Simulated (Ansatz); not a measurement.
An Ansatz (an electronic-structure program) run: TiO2 with a change (uniaxial stress, 5 GPa tension along x); r2SCAN (Ansatz, PAW, no spin-orbit coupling).

Input:

Ansatz 0.2 input:
```yaml
crystal:
  lattice:
    - [-1.8889347643, 1.8889347643, 4.7918903687]
    - [1.8889347643, -1.8889347643, 4.7918903687]
    - [1.8889347643, 1.8889347643, -4.7918903687]
  atoms:
    - { symbol: Ti, position: [0.5, 0.5, 0] }
    - { symbol: Ti, position: [0.25, 0.75, 0.5] }
    - { symbol: O, position: [0.2927290086, 0.2927290086, 0] }
    - { symbol: O, position: [0.0427290086, 0.5427290086, 0.5] }
    - { symbol: O, position: [0.4572709914, 0.9572709914, 0.5] }
    - { symbol: O, position: [0.7072709914, 0.7072709914, 0] }
basis: { ecutwfc: 500, ecutrho_ratio: 4, xc_grid: 4, fft_grid_basis: typed }
kpoints: { mp_grid: { grid: [12, 12, 12] } }
hamiltonian:
  xc: r2scan
  dispersion: none
  pseudopotentials: { kind: paw }
scf: { occupations: { method: fermi_dirac, width: 0.05 } }
relax: { f_tol: 0.005, max_steps: 50, cell: { stress_tol: 0.01, sigma_target: [-5, 0, 0, 0, 0, 0] } }
output: { forces: true, stress: true }
checkpoint: { write: state.ck, write_every: 1000 }
```

Output (explanatory and most iteration lines left out):

```
Relaxation: its limit of steps is 50 (relax.max_steps)
Pseudopotential: Ti, paw, valence charge 12
Pseudopotential: O, paw, valence charge 6
Crystal: 6 atoms, lattice volume = 68.391 Å³
Basis set: ecut = 500 eV, 1693 PW (Γ), exchange–correlation on 180×180×180 points (64 copies of the dense FFT grid, shifted against one another)
Bands: 30, of which v1, the nominal top of the filled ones, is band 24 counted from 1 (23 counted from 0)
Symmetry: 8 space group operations
k-points: 280 of 1728
Functional: x = r2scan, c = r2scan; τ floored in thin density (d = 2e-4 eV/Å³)
SCF iter   1: F=—  HF=-7292.639644 eV  |F-HF|=—  |Δ(HF+E_count)|=         —  Δρ=2.70e-2  dr2=5.80e-1  dr2_τ=3.97e-1  ethr=1.77e-3  ⟨swp⟩=5.8  Hψ=34720  notcnv=0
SCF iter   2: F=—  HF=-7292.824777 eV  |F-HF|=—  |Δ(HF+E_count)|=   1.85e-1  Δρ=3.64e-2  dr2=8.56e-1  dr2_τ=1.02e-1  ethr=1.21e-3  ⟨swp⟩=2.9  Hψ=18820  notcnv=0  defer=459
SCF 1 converged in 8 iterations: F = -7292.663226 eV  dr2 = 4.64e-9
relax step   1: F+E_penalty+E_count = -7292.66322552 eV  Δ(F+E_penalty+E_count) = +0.000e0 eV  max|allowed force component| = 1.637e-4 eV/Å  Δτ_max = 0.0000 Å  P = +0.002 GPa  Ω = 68.391 Å³  (8 SCF iters, dr2 threshold 1.00e-7 eV, accepted)
[... steps on the carried basis left out ...]
relax step   8: F+E_penalty+E_count = -7292.64091699 eV  Δ(F+E_penalty+E_count) = -2.175e-4 eV  max|allowed force component| = 1.290e-4 eV/Å  Δτ_max = 0.0000 Å  P = -1.668 GPa  Ω = 68.788 Å³  stress off target by 4.81e-3 GPa  SCF on the basis re-selected at this cell (its energy is not comparable with the rows above)  (8 SCF iters)
SCF converged after 8 iterations
Free energy (F): -7292.640917 eV
Internal energy: -7292.640917 eV  (E = F + TS)
E sigma→0 (E₀):  -7292.640917 eV
Fermi energy:    8.119048 eV
--- Forces (eV/Å), atoms counted from 1 ---
  atom   1  Ti     0.00000000    -0.00000000     0.00012898
  atom   2  Ti    -0.00000000     0.00000000    -0.00012898
  atom   3  O      0.00000000     0.00000000     0.00003706
  atom   4  O     -0.00000000    -0.00000000    -0.00000206
  atom   5  O     -0.00000000    -0.00000000    -0.00003706
  atom   6  O      0.00000000     0.00000000     0.00000206
--- Stress (GPa, compression-positive) ---
       -5.004809      -0.000000       0.000000
       -0.000000      -0.001385      -0.000000
        0.000000      -0.000000       0.001136
  P = ⅓ Tr σ = -1.6684 GPa (-16.684 kbar)
--- Relaxed structure (7 steps of the walk, 7 accepted, 1 SCFs on fresh bases) ---
  cell:  # Å, volume = 68.7879 Å³
    - [-1.9284971619637723, 1.881368227161095, 4.739794210110034]
    - [1.9284971619637723, -1.881368227161095, 4.739794210110034]
    - [1.9284971619637723, 1.881368227161095, -4.739794210110034]
  atoms:
    - { symbol: Ti, position: [0.49751891225204103, 0.49751891225204103, 2.9870660387988183e-36] }
    - { symbol: Ti, position: [0.25248108774795885, 0.7524810877479589, 0.5] }
    - { symbol: O, position: [0.2916146030116093, 0.2916146030116093, -9.75774906007614e-36] }
    - { symbol: O, position: [0.04110645728782237, 0.5411064572878224, 0.5] }
    - { symbol: O, position: [0.4583853969883908, 0.9583853969883909, 0.49999999999999994] }
    - { symbol: O, position: [0.7088935427121776, 0.7088935427121776, -1.9913773591992125e-37] }
```

Load acts through the strain it causes; cell and atoms are relaxed under it. sigma_target is in GPa, compression positive, in the order xx, yy, zz, yz, xz, xy. Beyond what the load breaks, stability against distortions was not tested. The final runs are not spin-polarised. The cell was made from TiO2 in the anatase structure (space group I4_1/amd, No. 141) by this change: uniaxial stress, 5 GPa tension along x.
